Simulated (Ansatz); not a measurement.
# Response to strain and stress in hypothetical cubic perovskite TlZnBr3

Consider TlZnBr3 in the cubic perovskite structure (space group Pm-3m, No. 221; a = 5.135 Å; a hypothetical phase, not in the database extracts checked). Axes: x, y, z lie along the cube axes.

Strains are applied to the cell and any free atomic positions relax; under biaxial strain the out-of-plane vector relaxes too; under stress the whole cell relaxes.

Method: Ansatz (an electronic-structure program) PBEsol, no SOC.

Candidates:
(a) uniaxial stress, 3 GPa compression along z
(b) biaxial strain +3.84 %, plane normal [001], relaxed out of plane
(c) biaxial strain +3.21 %, plane normal [110], relaxed out of plane
(d) tensor shear ε_yz = −1.08 %

Notes on the quantities. energy relative to the base: free energy F.

Q: Order them by energy relative to the base, lowest first.

A: (d) tensor shear ε_yz = −1.08 % (+0.7 meV/atom), (c) biaxial strain +3.21 %, plane normal [110], relaxed out of plane (+11 meV/atom), (a) uniaxial stress, 3 GPa compression along z (+12 meV/atom), (b) biaxial strain +3.84 %, plane normal [001], relaxed out of plane (+14 meV/atom)

Beyond what the load breaks, stability against distortions was not tested. All final runs are without spin polarisation. Many cubic perovskites are stable only at high temperature; tilts and polar distortions were not tested.
